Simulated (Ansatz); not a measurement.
Cell of fluorite-type CoSi2 (1 1 1) on zinc-blende InP (1 1 1) (film strained to the substrate, faces as cut), relaxed at this level with a, b, gamma of the cell held:

```
CELL_PARAMETERS angstrom
      7.29873    -0.00016    -0.10575
      3.64946     6.32148    -0.05785
      1.17586     1.91382    23.69490
ATOMIC_POSITIONS crystal
  In 0.61413 0.62273 0.04610
  In 0.27054 0.33248 0.04558
  In 0.98208 0.96624 0.04510
  In 0.62621 0.25994 0.19356
  In 0.29821 0.92835 0.19446
  In 0.95858 0.60239 0.19353
  In 0.63084 0.88464 0.34048
  In 0.30444 0.54763 0.33991
  In 0.96252 0.22948 0.33690
  In 0.63168 0.51754 0.49038
  In 0.30479 0.16525 0.48643
  In 0.97661 0.85511 0.47764
  P  0.62556 0.27985 0.08469
  P  0.30284 0.96355 0.08540
  P  0.94256 0.64265 0.08476
  P  0.62920 0.91786 0.23237
  P  0.29715 0.58366 0.23063
  P  0.96053 0.25612 0.22824
  P  0.63278 0.54263 0.37945
  P  0.29887 0.20400 0.37672
  P  0.96972 0.88182 0.37071
  P  0.63942 0.16020 0.51878
  P  0.28835 0.82645 0.53788
  P  0.98337 0.51249 0.51432
  Co 0.77507 0.25785 0.65275
  Co 0.76962 0.76012 0.65197
  Co 0.27800 0.25394 0.65177
  Co 0.24762 0.74191 0.63269
  Co 0.43533 0.87896 0.78289
  Co 0.44317 0.39108 0.78526
  Co 0.95093 0.87977 0.78538
  Co 0.94548 0.38290 0.78963
  Co 0.12310 0.50186 0.92649
  Co 0.11049 0.00682 0.92654
  Co 0.61506 0.51511 0.92614
  Co 0.61472 0.01162 0.91202
  Si 0.06297 0.56259 0.60277
  Si 0.10395 0.10613 0.61879
  Si 0.60834 0.59926 0.62038
  Si 0.60841 0.10132 0.61375
  Si 0.94395 0.41325 0.69096
  Si 0.93642 0.91443 0.68674
  Si 0.44218 0.41038 0.68649
  Si 0.43257 0.90843 0.68372
  Si 0.77774 0.22715 0.74986
  Si 0.77530 0.72811 0.74953
  Si 0.27721 0.22914 0.74939
  Si 0.27101 0.72541 0.74285
  Si 0.60962 0.03935 0.81619
  Si 0.61385 0.53974 0.82353
  Si 0.10940 0.04026 0.82365
  Si 0.11456 0.53769 0.82340
  Si 0.44183 0.85398 0.88189
  Si 0.44737 0.35982 0.88267
  Si 0.95331 0.84906 0.88290
  Si 0.94839 0.35304 0.88697
  Si 0.28396 0.66719 0.95102
  Si 0.29660 0.15399 0.94701
  Si 0.78466 0.68152 0.94691
  Si 0.76875 0.16958 0.94645
```

Computed with PBE (plane waves to 420 eV, PAW; Ansatz, a program for electronic structure). Scalar-relativistic, without spin–orbit coupling; the runs are not spin-polarised. Its k-point mesh 4×4×1, Fermi–Dirac width 0.05 eV.

Problem. Give the plane-averaged electrostatic potential energy of an electron along the normal (the smooth PAW potential), about its mean over the cell.

Solution. 
| z (Å) | V (eV) |
|---|---|
| 0.000 | 7.12 |
| 0.296 | 5.23 |
| 0.593 | 2.15 |
| 0.741 | 0.85 |
| 1.037 | -0.89 |
| 1.334 | -2.23 |
| 1.630 | -3.33 |
| 1.927 | -2.37 |
| 2.075 | -1.26 |
| 2.371 | 1.85 |
| 2.667 | 5.86 |
| 2.964 | 8.21 |
| 3.112 | 8.59 |
| 3.408 | 8.29 |
| 3.705 | 6.51 |
| 4.001 | 3.25 |
| 4.298 | 0.40 |
| 4.446 | -0.60 |
| 4.742 | -2.29 |
| 5.039 | -3.86 |
| 5.335 | -3.30 |
| 5.631 | -0.63 |
| 5.780 | 1.12 |
| 6.076 | 5.22 |
| 6.372 | 7.93 |
| 6.669 | 8.54 |
| 6.817 | 8.31 |
| 7.113 | 6.74 |
| 7.410 | 3.58 |
| 7.706 | 0.61 |
| 8.002 | -1.35 |
| 8.151 | -2.20 |
| 8.447 | -3.78 |
| 8.743 | -3.48 |
| 9.040 | -0.97 |
| 9.336 | 2.64 |
| 9.484 | 4.67 |
| 9.781 | 7.61 |
| 10.077 | 8.45 |
| 10.374 | 7.79 |
| 10.522 | 6.90 |
| 10.818 | 4.06 |
| 11.115 | 1.03 |
| 11.411 | -1.09 |
| 11.707 | -2.74 |
| 11.855 | -3.24 |
| 12.152 | -2.90 |
| 12.448 | -1.01 |
| 12.745 | 1.92 |
| 13.041 | 4.94 |
| 13.189 | 6.02 |
| 13.486 | 6.93 |
| 13.782 | 5.44 |
| 14.078 | 1.85 |
| 14.227 | -0.29 |
| 14.523 | -3.84 |
| 14.819 | -6.02 |
| 15.116 | -6.63 |
| 15.412 | -5.85 |
| 15.560 | -5.59 |
| 15.857 | -5.57 |
| 16.153 | -4.68 |
| 16.449 | -2.82 |
| 16.746 | -0.28 |
| 16.894 | 0.85 |
| 17.190 | 0.48 |
| 17.487 | -2.10 |
| 17.783 | -4.06 |
| 17.931 | -4.92 |
| 18.228 | -6.10 |
| 18.524 | -6.19 |
| 18.821 | -6.52 |
| 19.117 | -6.35 |
| 19.265 | -5.60 |
| 19.562 | -3.48 |
| 19.858 | -0.96 |
| 20.154 | 1.28 |
| 20.451 | 0.09 |
| 20.599 | -1.34 |
| 20.895 | -3.82 |
| 21.192 | -5.31 |
| 21.488 | -6.46 |
| 21.636 | -6.96 |
| 21.933 | -8.91 |
| 22.229 | -9.40 |
| 22.525 | -6.33 |
| 22.822 | -1.07 |
| 22.970 | 1.56 |
| 23.266 | 5.73 |
| 23.563 | 7.20 |
